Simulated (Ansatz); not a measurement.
# SnO in the litharge type structure (space group P4/nmm, No. 129; layered, stacked along the Cartesian z axis)

```
CELL_PARAMETERS angstrom
      3.83618     0.00000     0.00000
      0.00000     3.83618     0.00000
      0.00000     0.00000     4.75736
ATOMIC_POSITIONS crystal
  Sn 0.50000 0.00000 0.24343
  Sn 0.00000 0.50000 0.75657
  O  0.00000 0.00000 0.00000
  O  0.50000 0.50000 0.00000
```

The values are results of PBE-D3(BJ) in Ansatz (plane waves to 420 eV, PAW, no spin-orbit coupling), earlier PAW set, not measurements. Γ-centred 12×12×10 mesh, Fermi–Dirac width 0.05 eV.

| Property | Value |
|---|---|
| Volume per atom | 17.50 Å³ |
| Density | 6.39 g/cm³ |
| Band gap | zero |
| Total energy | -3296.120 eV/atom (σ→0; compares only within this code and set-up) |

Whether these cells are dynamically stable was not tested. All final runs are without spin polarisation. A zero or small gap of SnO can be the functional's error rather than a property of the material.

Ansatz is a quantum-chemistry and plane-wave program.
